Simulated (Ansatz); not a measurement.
# PBE against r2SCAN: MoSi2, pressure 7.5 GPa

Consider MoSi₂ (space group I4/mmm, No. 139; a = 3.2170 Å, c = 7.8732 Å).

(Cell as relaxed with PBE.)

Levels (all Ansatz, an electronic-structure program, PAW, earlier PAW set): PBE (420 eV, without spin-orbit coupling); r2SCAN (500 eV, scalar-relativistic without spin-orbit coupling).

Each level relaxes its own structure.

| base | PBE | r2SCAN |
|---|---|---|
| volume per atom | 13.58 Å³ | 13.36 Å³ |
| lattice parameter a | 3.217 Å | 3.202 Å |
| band gap | zero | zero |

The change: cell and atoms relaxed at a pressure of 7.5 GPa.

```
quantity              PBE  r2SCAN
---------------  --------  ------
c/a ratio           2.453     [?]
volume per atom  13.13 Å³     [?]
```

Problem. What does r2SCAN give?

Solution. 
- c/a ratio, r2SCAN: 2.448
- volume per atom, r2SCAN: 12.94 Å³

PBE's c/a ratio lies 0.005 above r2SCAN's; PBE's volume per atom lies 0.184 Å³ above r2SCAN's (1.4 %). Neither level is exact; r2SCAN is the comparison here, not a measurement.

The mesh was chosen for an insulator and is coarse for the gapless case. Load acts through the strain it causes; cell and atoms are relaxed under it. No phonon test of stability was made. No other phases were tried under pressure. The final runs are not spin-polarised.
